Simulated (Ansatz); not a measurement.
What uniaxial stress, 0.5 GPa compression along z does to WC

Take WC (space group P-6m2, No. 187; a = 2.913 Å, c = 2.835 Å; relaxed with 0.1 eV smearing) as the base. Axes: x lies along a and z along c of the hexagonal cell.

The change: uniaxial stress, 0.5 GPa compression along z, with the cell and atoms free to relax against it.

Level of theory: DFT with r2SCAN, PAW potentials and a 500 eV plane-wave cutoff in Ansatz (a program for electronic structure), no spin-orbit coupling. Settings: 23×23×20 k-points, 0.1 eV Fermi–Dirac smearing.

The volume per atom is nearly the same (10.42 Å³ against 10.41 Å³) and the space group is still P-6m2 (No. 187). The shortest interatomic distance stays 2.199 Å and the energy stays essentially unchanged. The band gap is still zero and the strain response (xx, yy, zz) amounts to (+0.01, +0.01, −0.05) %.

Stability under load was not tested beyond the relaxation. All final runs are without spin polarisation.
